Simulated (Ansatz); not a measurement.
A periodic model of amorphous Ti₂₄Si₂₄:

```xyz
48
Lattice="9.0172 -0.1100 0.0275 -0.1100 8.9413 -0.1854 0.0275 -0.1854 9.2050" Properties=species:S:1:pos:R:3 pbc="T T T"
Ti     1.6418     6.6003     8.2081
Ti     5.5208     1.1433     4.1863
Ti     4.2122     5.4892     2.7591
Ti     6.3351     5.6611     6.8305
Ti     0.5644     2.3566     1.3072
Ti     0.9105     2.6654     4.8353
Ti     1.8894     5.7987     5.0661
Ti     3.9087     3.4658     4.9110
Ti     2.7403     4.2073     0.3298
Ti     8.3197    -0.1462     2.7375
Ti     2.3840     1.5552     7.7963
Ti     5.0853     1.4724     9.1004
Ti     5.7899     4.8383     0.3566
Ti     1.7158     6.9865     2.1488
Ti     6.4912     7.5101     4.5276
Ti     6.8864     2.8999     6.4575
Ti     6.9264    -0.1160     7.1398
Ti     0.9065     8.4649     5.0047
Ti     8.9704     4.2697     7.9570
Ti     3.9132     8.0569     6.4894
Ti     6.4838     4.5409     3.9021
Ti     7.9486     7.0012    -0.0025
Ti     5.0878     8.4688     1.7144
Ti     8.6683     4.7507     1.5900
Si     5.0124     2.9887     2.3034
Si     4.5700     5.9240     5.1296
Si     8.6960     6.3518     3.6813
Si     6.6881     6.4479     2.1906
Si     8.6318     6.8149     6.6673
Si     4.8906     1.4184     6.5771
Si     3.7018     6.4936     0.6522
Si     8.9356     1.5243     7.3060
Si     0.8234    -0.0113     0.4144
Si     7.6256     2.4008     3.0335
Si     7.4108     2.8693    -0.0189
Si     7.9168     0.9186     5.0394
Si     8.4382     4.6871     5.4722
Si     3.5789     7.8729     3.8892
Si     2.9920     1.1206     5.1374
Si     3.8563     5.7445     7.4879
Si     1.9996     4.1243     2.8744
Si     1.7734     0.6277     2.9264
Si     2.2197     4.0257     6.8925
Si     7.2978     0.5427     0.5251
Si     5.5710     7.3562     8.5831
Si     4.5716     3.4908     7.6007
Si     3.0097     1.8156     1.2756
Si     3.2260     8.4961     8.9942
```

The numbers are results of PBE, scalar-relativistic without spin-orbit coupling (plane waves to 420 eV, PAW; Ansatz, a program for electronic structure), not measurements.

The cell was made by melting and quenching with the CHGNet potential and then relaxed with DFT. The hot cell started wider than the set density and was brought back towards it in steps. It is the lowest in DFT energy of 2 quenches. It is a model cell: composition and starting density were chosen by hand, and all elements were melted together. No dispersion term was used. Its density started from a set value of 3.90 and ended at 4.08 g/cm³. Cooling (nominally 160 K/ps over its main leg) ran many orders faster than in experiment, which tends to leave more defects and strain. Values belong to this one cell and scatter from quench to quench. Volume and shape were free in the relaxation. On a 2×2×2 Γ-centred mesh force components of up to 0.19 eV/Å stay, since the relaxation ran on one k-point at (1/4, 1/4, 1/4).

Bonds are counted up to Ti-Ti 3.92 Å, Ti-Si 3.32 Å, Si-Si 2.74 Å.

Task: Give the coordination numbers, mean bond lengths and angles.

Result: 
```
Item                                                                          Value
-----------------------  ----------------------------------------------------------
Mean coordination of Ti          14.92 (2 with 13, 7 with 14, 6 with 15, 9 with 16)
Mean coordination of Si  8.83 (2 with 7, 7 with 8, 10 with 9, 3 with 10, 2 with 11)
Mean Ti-Ti bond                               3.242 Å (spread 0.286 Å, 100 counted)
Mean Ti-Si bond                               2.696 Å (spread 0.170 Å, 158 counted)
Mean Si-Si bond                                2.500 Å (spread 0.094 Å, 27 counted)
Bond angle at Ti                                           mean 95.1°, spread 34.7°
Bond angle at Si                                           mean 98.0°, spread 32.0°
```

Task: What Bader charges do the atoms carry, from a run on one k-point at (1/4, 1/4, 1/4)?

Result: Means (range): Ti +1.02 e (+0.81 to +1.18), Si -1.02 e (-1.40 to -0.58).
```csv
atom,charge (e)
Ti1,+0.96
Ti2,+0.92
Ti3,+1.01
Ti4,+0.97
Ti5,+0.99
Ti6,+1.18
Ti7,+1.10
Ti8,+1.09
Ti9,+1.07
Ti10,+1.11
Ti11,+1.14
Ti12,+1.07
Ti13,+1.10
Ti14,+1.07
Ti15,+0.94
Ti16,+1.00
Ti17,+1.01
Ti18,+1.08
Ti19,+0.83
Ti20,+1.07
Ti21,+0.99
Ti22,+0.87
Ti23,+1.01
Ti24,+0.81
Si25,-0.93
Si26,-1.37
Si27,-1.09
Si28,-1.40
Si29,-1.25
Si30,-1.20
Si31,-1.14
Si32,-0.83
Si33,-0.79
Si34,-0.85
Si35,-1.03
Si36,-1.29
Si37,-1.17
Si38,-1.00
Si39,-1.05
Si40,-0.58
Si41,-1.32
Si42,-0.70
Si43,-1.15
Si44,-0.87
Si45,-0.93
Si46,-0.93
Si47,-0.70
Si48,-0.82
```
